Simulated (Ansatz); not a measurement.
**GaP in the zinc blende structure (space group F-43m, No. 216)**

Space group F-43m (No. 216); a = b = c = 5.506 Å, α = β = γ = 90.00°

| atom | site | symmetry | x | y | z |
|---|---|---|---|---|---|
| Ga | 4a | -43m | 0.0000 | 0.0000 | 0.0000 |
| P | 4d | -43m | 0.7500 | 0.7500 | 0.7500 |
(The calculation used a cell of 2 atoms; values per cell refer to that cell.)

Calculations: plane-wave PAW DFT at the PBE level (Ansatz, a first-principles code, 420 eV), scalar-relativistic without spin-orbit coupling. Settings: 10×10×10 k-points, 0.05 eV Fermi–Dirac smearing.

| Property | Value |
|---|---|
| Volume per atom | 20.86 Å³ |
| Density | 4.01 g/cm³ |
| Band gap | 1.58 eV, direct at Γ |
| Electron mass | 0.10 mₑ |
| Hole mass (degenerate bands, along [100]) | 0.098, 0.40, 0.40 mₑ |
| Lowest conduction-band minima above the VBM | Γ 1.58 eV; L along ⟨111⟩ 1.58 eV; a point along ⟨100⟩, about 1.0 Å⁻¹ from Γ 1.64 eV |
| Total energy | -2269.780 eV/atom (σ→0; compares only within this code and set-up) |

Masses are band curvatures over ±0.01 Å⁻¹ around the edge. Whether these cells are dynamically stable was not tested. The real GaP has an indirect gap at ambient pressure; PBE orders its close-lying valleys differently.
